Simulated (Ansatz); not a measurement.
## How the lattice parameter a of SnSe2 (model structure, started from the fluorite type, Fm-3m, No. 225, 3 atoms in the cell) moves with the method

No measured value is used here.

```
level (code)         value (Å)
-------------------  ---------
PBE (Ansatz)             6.886
PBEsol (Ansatz)          6.757
PBE-D3(BJ) (Ansatz)      6.785
```

Ansatz's density-functional and Hartree–Fock values are scalar-relativistic unless marked +SOC, with PAW data made under PBE.

A model structure was made by putting elements into a prototype or built by hand; it is no filed structure, need not be a known phase, and can be a saddle point held by its symmetry.

Ansatz is a first-principles code.
